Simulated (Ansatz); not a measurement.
Start from SiC in the wurtzite structure (space group P6_3mc, No. 186; a = 3.092 Å, c = 5.074 Å).

(Cell as relaxed with PBE.)

Levels (all Ansatz, a quantum-chemistry and plane-wave program, PAW, earlier PAW set): PBE (420 eV, spin-orbit coupling left out); r2SCAN (500 eV, no spin-orbit coupling).

Each level relaxes its own structure.

```
base                      PBE    r2SCAN
-------------------  --------  --------
volume per atom      10.50 Å³  10.34 Å³
lattice parameter a   3.092 Å   3.075 Å
band gap              2.31 eV   2.65 eV
```

Now apply this change: every lattice vector is shortened by 0.65 %; the atoms relax in the strained cell.

| quantity | PBE | r2SCAN |
|---|---|---|
| band gap | 2.27 eV | ? |
| pressure (mean of the normal stresses, compression positive) | 4.35 GPa | ? |
| electron mass | 0.26 mₑ along c, 0.44 mₑ across (at K) | ? |
| smallest direct gap | 3.99 eV | ? |
| energy relative to the base (free energy F) | +2.7 meV/atom | ? |

Problem. Given the PBE results, estimate those of r2SCAN.

Solution. 
- band gap, r2SCAN: 2.62 eV
- pressure (mean of the normal stresses, compression positive), r2SCAN: 4.64 GPa
- electron mass, r2SCAN: 0.26 mₑ along c, 0.43 mₑ across (at K)
- smallest direct gap, r2SCAN: 4.52 eV
- energy relative to the base (free energy F), r2SCAN: +2.9 meV/atom

PBE's band gap lies 0.35 eV below r2SCAN's; PBE's pressure lies 0.296 GPa below r2SCAN's; PBE's smallest direct gap lies 0.538 eV below r2SCAN's. Neither level is exact; r2SCAN is the comparison here, not a measurement.

Masses are band curvatures over ±0.01 Å⁻¹ around the edge. No phonon test of stability was made.
